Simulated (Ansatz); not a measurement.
TmPd₃ (Pm-3m, No. 221) was calculated with r²SCAN (PAW; Ansatz, a program for electronic structure).

Settings: plane-wave cutoff 500 eV, 14×14×14 k mesh, Fermi–Dirac smearing 0.1 eV, spin-polarised start, scalar-relativistic PAW data made under PBE.

Computed at the level's own relaxed cell.

**Question.** What does this level give for the equilibrium volume per atom and equilibrium lattice constant a?

**Answer.** 
- equilibrium volume per atom = 16.96 Å³/atom
- equilibrium lattice constant a = 4.078 Å

Note: the magnetic order was assumed, not searched for or taken from measurement; the 4f shell is treated without U or exact exchange, so its levels and filling can be wrong.

Spin–orbit coupling is not included.
